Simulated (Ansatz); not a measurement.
This Ansatz (a quantum-chemistry and plane-wave program) input is the reference run, Rb₂KAsF₆ (space group Fm-3m, No. 225; a cell from a computed database, its experimental status unchecked), computed with Ansatz r2SCAN, no SOC:

Ansatz 0.2 input:
```yaml
crystal:
  lattice:
    - [0, 4.5417215286, 4.5417215286]
    - [4.5417215286, 0, 4.5417215286]
    - [4.5417215286, 4.5417215286, 0]
  atoms:
    - { symbol: K, position: [0.5, 0.5, 0.5] }
    - { symbol: Rb, position: [0.75, 0.75, 0.75] }
    - { symbol: Rb, position: [0.25, 0.25, 0.25] }
    - { symbol: As, position: [0, 0, 0] }
    - { symbol: F, position: [0.774489899, 0.225510101, 0.225510101] }
    - { symbol: F, position: [0.225510101, 0.774489899, 0.774489899] }
    - { symbol: F, position: [0.225510101, 0.774489899, 0.225510101] }
    - { symbol: F, position: [0.774489899, 0.225510101, 0.774489899] }
    - { symbol: F, position: [0.225510101, 0.225510101, 0.774489899] }
    - { symbol: F, position: [0.774489899, 0.774489899, 0.225510101] }
basis: { ecutwfc: 500, ecutrho_ratio: 4, xc_grid: 4, fft_grid_basis: typed }
kpoints: { mp_grid: { grid: [6, 6, 6] } }
hamiltonian:
  xc: r2scan
  dispersion: none
  pseudopotentials: { kind: paw }
scf: { occupations: { method: fermi_dirac, width: 0.05 }, convergence: { dr2_threshold: 0.000000001 } }
output: { forces: true, stress: true }
```

**Question.** Write the input for this change: compressive biaxial strain of 0.51 % in the plane normal to [001], as in epitaxy on a mismatched substrate; the out-of-plane cell vector and the atoms relax.

**Answer.** 
Ansatz 0.2 input:
```yaml
crystal:
  lattice:
    - [6.3902070649, 0, 0]
    - [0, 6.3902070649, 0]
    - [3.1951035325, -3.1951035325, 4.5533029185]
  atoms:
    - { symbol: K, position: [0.5, 0.5, 0] }
    - { symbol: Rb, position: [0.25, 0.25, 0.5] }
    - { symbol: Rb, position: [0.75, 0.75, 0.5] }
    - { symbol: As, position: [0, 0, 0] }
    - { symbol: F, position: [0.774489899, 0.774489899, 0] }
    - { symbol: F, position: [0.225510101, 0.225510101, 0] }
    - { symbol: F, position: [0.225510101, 0.774489899, 0] }
    - { symbol: F, position: [0.774489899, 0.225510101, 0] }
    - { symbol: F, position: [0.774489899, 0.225510101, 0.451020202] }
    - { symbol: F, position: [0.225510101, 0.774489899, 0.548979798] }
basis: { ecutwfc: 500, ecutrho_ratio: 4, xc_grid: 4, fft_grid_basis: typed }
kpoints: { mp_grid: { grid: [6, 6, 6] } }
hamiltonian:
  xc: r2scan
  dispersion: none
  pseudopotentials: { kind: paw }
scf: { occupations: { method: fermi_dirac, width: 0.05 } }
relax: { f_tol: 0.005, max_steps: 50, cell: { stress_tol: 0.01, fix: [a, b, gamma] } }
output: { forces: true, stress: true }
checkpoint: { write: state.ck, write_every: 1000 }
```
This is the input that was run; other choices of cell and start would serve too.

Whether these cells are dynamically stable was not tested.
